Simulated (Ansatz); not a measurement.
The parent structure is Pb in the fcc (Cu type) structure (space group Fm-3m, No. 225; a = 4.934 Å; relaxed with 0.1 eV smearing).

All numbers come from PBEsol/PAW in Ansatz (a program for electronic structure), no spin-orbit coupling.

Base values:

```
Property   Result
--------  -------
Pressure  0.0 GPa
```

Perturbation: every lattice vector is shortened by 2.50 %; the atoms relax in the strained cell.

**Question.** How does this affect the energy relative to the base?

**Answer.** The energy goes up by 27 meV/atom.

**Question.** How does this affect the pressure?

**Answer.** The pressure goes from zero to 4.3 GPa.

Stability against distortions was not tested.
